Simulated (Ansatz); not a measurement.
# A series of runs on TiAl3 (I4/mmm, 4 atoms in the cell)

```xyz
4
Lattice="-1.9145 1.9145 4.2884 1.9145 -1.9145 4.2884 1.9145 1.9145 -4.2884" Properties=species:S:1:pos:R:3 pbc="T T T"
Ti     0.0000     0.0000     0.0000
Al     0.0000     0.0000     4.2884
Al     0.0000     1.9145     2.1442
Al     1.9145     0.0000     2.1442
```

Base run A: PBE, PAW files (Ansatz, a quantum-chemistry and plane-wave program), self-consistent single point.

Its settings: kpoints.mp_grid.grid = 16 16 16; hamiltonian.xc = pbe; hamiltonian.pseudopotentials = {kind: paw} (the program's default PAW files); scf.occupations.method = cold; scf.occupations.width = 0.1 eV.

The starting cell comes from a database of computed structures (which also holds hypothetical and non-ambient phases and stackings), without a prior relaxation at this level. Its lattice was rescaled by a random factor within 2.5 % of one. Spin polarisation is off. Ansatz's pressure includes its estimate of the finite-basis (Pulay) stress.

ΔF is the free energy per atom less that of run A. 

Run A gave: pressure (GPa) 1.46; TS (meV/atom) 0.0.

Runs:
- B: scf.occupations.width = 0.002 eV
- C: scf.occupations.width = 0.01 eV
- D: scf.occupations.width = 0.025 eV
- E: scf.occupations.width = 0.05 eV
- F: scf.occupations.width = 0.15 eV
- G: scf.occupations.width = 0.2 eV
- H: scf.occupations.width = 0.3 eV
- I: scf.occupations.width = 0.5 eV
- J: scf.occupations.width = 0.8 eV

Q: What does run J change against A?

A: The free energy rises by 18.6 meV/atom and the pressure stays near 1.47 GPa while the zz stress (positive for compression) goes from 1.57 to 0.48 GPa.

Q: What does run H change against A?

A: The free energy rises by 1.8 meV/atom and the pressure hardly changes (1.46 to 1.43 GPa).

Q: What does run I change against A?

A: The free energy rises by 6.0 meV/atom and the pressure stays near 1.43 GPa while the zz stress (positive for compression) goes from 1.57 to 1.25 GPa.

| run | ΔF (meV/atom) | pressure (GPa) | TS (meV/atom) |
|---|---|---|---|
| A | 0.00 | 1.46 | 0.0 |
| B | -0.03 | 1.45 | 0.0 |
| C | -0.02 | 1.45 | 0.0 |
| D | -0.02 | 1.45 | 0.0 |
| E | 0.00 | 1.45 | 0.0 |
| F | 0.13 | 1.45 | -0.8 |
| G | 0.52 | 1.44 | -2.0 |
| H | 1.79 | 1.43 | -4.5 |
| I | 6.0 | 1.43 | -14.9 |
| J | 18.6 | 1.47 | -39.3 |

Keys are those of Ansatz 0.2.
